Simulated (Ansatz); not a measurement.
The starting structures come from a database of crystals and need not be the phases stable at ambient conditions.

 Where the default PAW files enter, the runs use the earlier of Ansatz's two default sets.

By LDA and PBEsol, the system below comes out a metal.

Given:

```xyz
1
Lattice="2.7439 0.0000 0.0000 -0.9146 2.5870 0.0000 0.9146 1.2935 2.2404" Properties=species:S:1:pos:R:3 pbc="T T T"
Pt     0.0000     0.0000     0.0000
```

Space group of this cell: Im-3m, bcc (W type). The cell is taken as given; by PBEsol its mean pressure is -11.0 GPa.

The current runs along the normal of the first two printed vectors, the (110) plane. All runs by Ansatz (a program for electronic structure), plane waves and PAW, without spin-orbit coupling; the base is PBEsol.

| run | mean pressure (GPa) | G/A, both spins (10¹⁵ S/m²) |
|---|---|---|
| base | -11.0 | 1.56 |
| all lengths scaled by 0.98 | 4.5 | 1.61 |
| all lengths scaled by 1.02 | -21.8 | 1.50 |
| lda in place of pbesol | -16.0 | ? |
| lengths across the current scaled by 0.98, ions clamped | -1.2 | 1.64 |
| lengths across the current scaled by 1.02, ions clamped | -18.6 | ? |
| lengths along the current scaled by 0.97, ions clamped | -3.6 | 1.61 |
| lengths along the current scaled by 1.03, ions clamped | -16.7 | 1.57 |

### Question
Some entries are withheld; supply them.

### Answer

- lda in place of pbesol, G/A, both spins (10¹⁵ S/m²): 1.55
- lengths across the current scaled by 1.02, ions clamped, G/A, both spins (10¹⁵ S/m²): 1.54
